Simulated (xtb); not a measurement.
xtb 6.7.1, GFN2-xTB: In(All)(Me)2 (C=C[CH2][In]([CH3])[CH3]), 17 atoms. The geometry is a generated start, not checked to be a minimum at this level.

```yaml
method: GFN2-xTB
"--acc": 1 (default)
"--etemp (K)": 300 (default)
detailed input (--input): "none: ANC optimiser, Lindh (1995) Hessian, microcycle=20, maxdispl=1.0, hlow=0.01 (default)"
basis_functions: 41
valence_electrons: 34
```

```xyz
17

In    -0.0571     0.0123     0.9443
C     -0.0693    -1.3027    -0.9357
C     -0.3654    -0.4762    -2.1086
C      0.5466    -0.0065    -2.9549
H     -0.8331    -2.0633    -0.7569
H      0.9137    -1.7738    -0.9950
H     -1.4114    -0.2249    -2.2642
H      1.5947    -0.2408    -2.8389
H      0.2847     0.6075    -3.7989
C     -0.7986     2.1343     0.8251
H     -0.2060     2.6993     0.1062
H     -0.7305     2.6104     1.8024
H     -1.8375     2.1358     0.4979
C      0.6561    -0.9124     2.8804
H      0.7967    -0.1367     3.6314
H      1.5987    -1.4355     2.7216
H     -0.0825    -1.6268     3.2439
```

The structure is relaxed from this start with --opt LEVEL for the levels crude, sloppy, loose, lax, normal, tight, vtight, extreme, once each. Up to the end of the extreme run atoms move by at most 0.77 Å along an axis.

### Question
Which level is enough to come within 1 meV of the tightest end point?

### Answer
tight: 44 cycles against 88, ending 0.53 meV above.

```csv
level,cycles,energy above the extreme run (meV),gradient norm (eV/Å)
crude,1,9.9,0.11
sloppy,1,9.9,0.11
loose,1,9.9,0.11
lax,1,9.9,0.11
normal,10,7.2,0.041
tight,44,0.53,0.0082
vtight,68,0.14,0.0038
extreme,88,—,0.0011
```
